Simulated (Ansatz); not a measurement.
**TaN: N → Br**

Consider TaN in the rock salt structure (space group Fm-3m, No. 225; a = 4.3746 Å).

Modification: Br takes the place of N on all its sites; the structure is relaxed again.

Level of theory: PBEsol (Ansatz, a program for electronic structure; PAW; 420 eV plane waves; no spin-orbit coupling), earlier PAW set. Γ-centred 15×15×15 mesh, Fermi–Dirac width 0.05 eV, for the changed cell.

```tsv
quantity	base	changed	shift
volume per atom	10.46 Å³	19.04 Å³	+8.58 Å³
density	15.47 g/cm³	11.37 g/cm³	-4.094 g/cm³
space group	Fm-3m (No. 225)	Fm-3m (No. 225)	–
band gap	zero	zero	–
```

Final structure:

```
CELL_PARAMETERS angstrom
      0.00000     2.67038     2.67038
      2.67038     0.00000     2.67038
      2.67038     2.67038     0.00000
ATOMIC_POSITIONS crystal
  Br 0.00000 0.00000 0.00000
  Ta 0.50000 0.50000 0.50000
```

No phonon test of stability was made. As relaxed here, TaBr is a hypothetical phase, not in the database extracts checked. No Hubbard U is applied, and correlation can decide whether such a compound is a metal. All final runs are without spin polarisation. TaBr has a high density of states at the Fermi level and may be magnetic at this level. This is not the structure that TaN has at room temperature and ambient pressure.
